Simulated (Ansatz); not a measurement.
**Zinc-blende PbSe (model structure): properties by level of theory**

```tsv
level (code)	equilibrium lattice constant a (Å)	enthalpy of formation (eV/atom)
PBE-D3(BJ) (Ansatz)	?	-0.286
PBE-D4 (Ansatz)	6.819	-0.288
rVV10 (Ansatz)	6.894	?
r²SCAN (Ansatz)	6.846	?
```

Problem. Some entries are withheld; supply them.

Solution. 
- PBE-D3(BJ) (Ansatz, a quantum-chemistry and plane-wave program), equilibrium lattice constant a (Å): 6.852
- rVV10 (Ansatz), enthalpy of formation (eV/atom): -0.305
- r²SCAN (Ansatz), enthalpy of formation (eV/atom): -0.429

Caveats: a distance lies near a switch of the dispersion term, which can move the cell (PBE-D3(BJ), PBE-D4). Ansatz's density-functional and Hartree–Fock values are scalar-relativistic unless marked +SOC, with PAW data made under PBE.

Static lattice: no zero-point or thermal effects.

A model structure was made by putting elements into a prototype or built by hand; it is no filed structure, need not be a known phase, and can be a saddle point held by its symmetry.
